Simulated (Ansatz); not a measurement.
# TiZnO₃ (R3c, No. 161, 10 atoms in the cell; start mp-1078470)

Level of theory: PBEsol (PAW; Ansatz, an electronic-structure program).

Run with plane-wave cutoff 520 eV, 8×8×8 k mesh, Fermi–Dirac smearing 0.01 eV, no spin polarisation, scalar-relativistic PAW data made under PBE.

Cell (relaxed at this level):

Space group R3c, hexagonal axes (No. 161); a = b = 5.071 Å, c = 13.717 Å, α = β = 90.00°, γ = 120.00°

| atom | site | symmetry | x | y | z |
|---|---|---|---|---|---|
| Ti | 6a | 3. | 0.0000 | 0.0000 | 0.4997 |
| Zn | 6a | 3. | 0.0000 | 0.0000 | 0.2200 |
| O | 18b | 1 | 0.0331 | 0.3230 | 0.1032 |
(The calculation used a cell of 10 atoms; values per cell refer to that cell.)

```json
{
 "band_gap": "2.89 eV (on the SCF k mesh)"
}
```

Note: the relaxation could not lower the start's symmetry, so the cell can be a saddle point above a distorted one.

Computed values are for the static lattice.

It cost around 6 core-minutes (rough) of CPU time.

A start named mp-… is a Materials Project structure, which need not be a measured phase.
